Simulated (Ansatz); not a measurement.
## GaP under load (space group F-43m): band-edge transport data

Given:

```xyz
2
Lattice="0.0000 2.7049 2.7049 2.7049 0.0000 2.7049 2.7049 2.7049 0.0000" Properties=species:S:1:pos:R:3 pbc="T T T"
Ga     0.0000     0.0000     0.0000
P      1.3525     1.3525     1.3525
```

The numbers are results of PBE with spin-orbit coupling, rigid bands (plane waves, PAW; Ansatz, an electronic-structure program), not measurements. Condition of this run: hydrostatic pressure of 1.4 GPa (compression positive) (the target of the relaxation). Geometry: cell and atoms relaxed with PBEsol, then loaded as said.

- band gap = 1.53 eV
- electron conductivity mass (300 K, dilute) = 0.35 mₑ
- hole conductivity mass (300 K, dilute) = 0.48 mₑ
- effective density of states N_c (300 K) = 4.1e19 cm⁻³
- effective density of states N_v (300 K) = 2.3e19 cm⁻³
- density-of-states mass, electrons = 1.38 mₑ
- density-of-states mass, holes = 0.95 mₑ
- Seebeck coefficient, n-type 1e19 cm⁻³, 300 K = -331 μV/K
- Seebeck coefficient, p-type 1e19 cm⁻³, 300 K = 319 μV/K
- best p-type power factor at 300 K for τ = 10 fs (best axis; densities from 1e16 to 1e21 cm⁻³ tried, whether or not they can be reached) = 14.7 μW/(cm·K²) at 3e20 cm⁻³

Rigid bands; masses and Seebeck coefficients take one relaxation time τ for all states and one kind of carrier; polarons and phonon drag are left out. Geometry: cell and atoms relaxed with PBEsol.
